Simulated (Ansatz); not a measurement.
beta Ga2O3: the defect V_Ga

All values below come from PBE, PAW (plane waves to 420 eV; Ansatz, a quantum-chemistry and plane-wave program). The supercell holds 120 host sites (1×3×2 repeats of a cell of 20 atoms), with a 2×2×2 shifted k-point sampling for the final energies. Site at the start: the Ga(2) site. Finite-size correction: monopole term and site-potential alignment. Dielectric constants: PBE linear response of the host. Host gap at this level: 2.01 eV. Finite-size and sampling errors can reach tenths of an eV here. PBE underestimates the host's gap, which shifts levels and can delocalise carriers. Spin–orbit coupling is left out. Each state is the lowest found from its start.

Formation energies E_f are given with the Fermi level at the valence-band maximum. Chemical conditions: Ga-rich (Δμ(Ga) = 0.00 eV; only phases computed here count, gases as isolated molecules at 0 K); O-rich (Δμ(Ga) = -4.56 eV; only phases computed here count, gases as isolated molecules at 0 K). Reference phases: Ga: alpha gallium.

Charges with a result: +1, 0, −1, −2, −3. Others weren't obtained, and one of them could lie lower, also by skipping a charge.

```json
[
 {"charge": "+1*", "moment (μB)": "4.0", "point group": "Cs", "largest move off a lattice site (Å)": "0.42", "image correction with alignment (eV)": "–", "E_f, Ga-rich (eV)": "–", "E_f, O-rich (eV)": "–", "above the lowest spin state (eV)": "0.00"},
 {"charge": "+1†", "moment (μB)": "not spin-polarised", "point group": "–", "largest move off a lattice site (Å)": "0.32", "image correction with alignment (eV)": "-0.19", "E_f, Ga-rich (eV)": "–", "E_f, O-rich (eV)": "–", "above the lowest spin state (eV)": "0.43"},
 {"charge": "0†", "moment (μB)": "3.0", "point group": "–", "largest move off a lattice site (Å)": "0.40", "image correction with alignment (eV)": "0.00", "E_f, Ga-rich (eV)": "9.33", "E_f, O-rich (eV)": "4.78", "above the lowest spin state (eV)": "0.00"},
 {"charge": "0†", "moment (μB)": "3.0", "point group": "–", "largest move off a lattice site (Å)": "0.41", "image correction with alignment (eV)": "0.00", "E_f, Ga-rich (eV)": "9.33", "E_f, O-rich (eV)": "4.78", "above the lowest spin state (eV)": "0.00"},
 {"charge": "−1", "moment (μB)": "2.0", "point group": "Cs", "largest move off a lattice site (Å)": "0.33", "image correction with alignment (eV)": "0.37", "E_f, Ga-rich (eV)": "9.62", "E_f, O-rich (eV)": "5.06", "above the lowest spin state (eV)": "0.00"},
 {"charge": "−1†", "moment (μB)": "not spin-polarised", "point group": "–", "largest move off a lattice site (Å)": "0.34", "image correction with alignment (eV)": "0.39", "E_f, Ga-rich (eV)": "–", "E_f, O-rich (eV)": "–", "above the lowest spin state (eV)": "0.29"},
 {"charge": "−2", "moment (μB)": "1.0", "point group": "Cs", "largest move off a lattice site (Å)": "0.36", "image correction with alignment (eV)": "1.00", "E_f, Ga-rich (eV)": "10.33", "E_f, O-rich (eV)": "5.78", "above the lowest spin state (eV)": "0.00"},
 {"charge": "−2", "moment (μB)": "1.0", "point group": "Cs", "largest move off a lattice site (Å)": "0.36", "image correction with alignment (eV)": "1.00", "E_f, Ga-rich (eV)": "10.33", "E_f, O-rich (eV)": "5.78", "above the lowest spin state (eV)": "0.00"},
 {"charge": "−3", "moment (μB)": "not spin-polarised", "point group": "Cs", "largest move off a lattice site (Å)": "0.39", "image correction with alignment (eV)": "1.90", "E_f, Ga-rich (eV)": "11.61", "E_f, O-rich (eV)": "7.06", "above the lowest spin state (eV)": "0.00"}
]
```

* At this level the carrier isn't localised at the defect: at charge +1 holes occupy the valence band. Such a state is shallow or no state of the defect, and this cell gives it no level.

† Not settled in this cell, so no level is given: charge 0: a level filled in part.

Point groups are those of the whole cell at tolerances of 0.03 and 0.1 Å ("near" where only the looser one holds); none is given for unsettled states.

Starting moments that weren't kept: charge +1 began with 2 μB and ended with 4.0; charge 0 began with 1 μB and ended with 3.0; charge −2 began with 3 μB and ended with 1.0.

Transition levels above the valence-band maximum: ε(−1/−2) = 0.71 eV; ε(−2/−3) = 1.28 eV. With a charge missing or unsettled, these needn't be thermodynamic levels.

Flagged in the runs: a host whose relaxation on this sampling wasn't shown to rest, a strain field that reaches the edge of the cell.

All states together cost roughly 40 core-hours.
